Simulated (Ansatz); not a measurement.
CdS (P6_3mc) under uniaxial stress along c (compression positive): band gap by PBE with spin-orbit coupling, rigid bands (plane waves, PAW; Ansatz, a quantum-chemistry and plane-wave program). The unloaded cell, whose axes the loads refer to:

```yaml
crystal:
  lattice:
    - [4.12381, 0.00000, 0.00000]
    - [-2.06191, 3.57133, 0.00000]
    - [0.00000, 0.00000, 6.71000]
  atoms:
    - { symbol: Cd, position: [0.33333, 0.66667, 0.99925] }
    - { symbol: Cd, position: [0.66667, 0.33333, 0.49925] }
    - { symbol: S, position: [0.33333, 0.66667, 0.37575] }
    - { symbol: S, position: [0.66667, 0.33333, 0.87575] }
```

```csv
uniaxial stress along c (compression positive) (GPa),volume per atom (Å³),band gap (eV)
-3.2,25.10,1.03
-1.6,24.91,1.13
-0.8,24.81,1.18
0,24.71,?
0.8,24.60,1.25
1.6,24.48,1.25
3.2,24.19,1.26
```

### Question
Fit a straight line to band gap against the load over the rows given, and predict the row at 0 GPa.

### Answer
The means are x̄ = 0.000 GPa and ȳ = 1.1833; Σ(x − x̄)(y − ȳ) = 0.9840 and Σ(x − x̄)² = 26.88, so the slope is 36.6 meV per GPa, and the rows given lie within 40 meV of the line. At 0 GPa the line gives 1.18 eV; the calculation gives 1.22 eV, 3.0 % from it, so the trend bends or changes character over this range.

 Stresses and pressures are the targets of the relaxation. Gaps are resolved to about 0.01 eV. The structure type is held at every load. Geometry: cell and atoms relaxed with PBEsol.
